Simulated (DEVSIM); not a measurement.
Device: Schottky contact on n-type Si, at 300 K.

```tsv
layer (left to right)	material	thickness (μm)	Nd (cm⁻³)	τn (s)	τp (s)
1	Si	1.70	4.9e16	7.4e-5	7.4e-5
```

Left contact: Schottky, work function 4.71 eV, emission velocity 2.1e6 cm/s. Right contact: ohmic. Voltage is applied to the left contact. Recombination: SRH at mid-gap, radiative. Mobility is constant in doping.

Constants are typed, rounded textbook-type inputs, not results; the design itself was drawn at random and stands for no fabricated device. Values at 300 K; Nc and Nv go as T^1.5, mobilities as T to minus their exponent, the gap by Varshni's rule with the affinity fixed.

```tsv
parameter	Si
gap (eV)	1.124
affinity (eV)	4.05
permittivity	11.7
Nc (cm⁻³)	2.86e19
Nv (cm⁻³)	3.1e19
μn (cm²/Vs)	1417
μp (cm²/Vs)	470
T exponent of μn	2.3
T exponent of μp	2.2
B (cm³/s)	4.7e-15
Varshni α (eV/K)	0.000473
Varshni β (K)	636
```

Model (solved in DEVSIM): 1D drift-diffusion, Boltzmann statistics, complete ionisation; no tunnelling, impact ionisation, image-force lowering or self-heating. Metal contacts follow the ideal Schottky-Mott rule: no Fermi-level pinning, no interface dipoles.

The temperature was swept, all else fixed.

```csv
temperature (K),potential step across the device at zero bias (V),dark forward voltage at 100 A/cm² (V),largest field in the device at zero bias (V/cm)
250,0.529,0.421,87000
300,0.495,0.367,84000
350,0.461,0.311,80000
400,0.426,0.255,77000
450,0.389,0.199,73000
500,0.353,0.144,69000
```

From the first row to the last the potential step across the device at zero bias goes from 0.529 to 0.353. From the first row to the last the dark forward voltage at 100 A/cm² goes from 0.421 to 0.144.
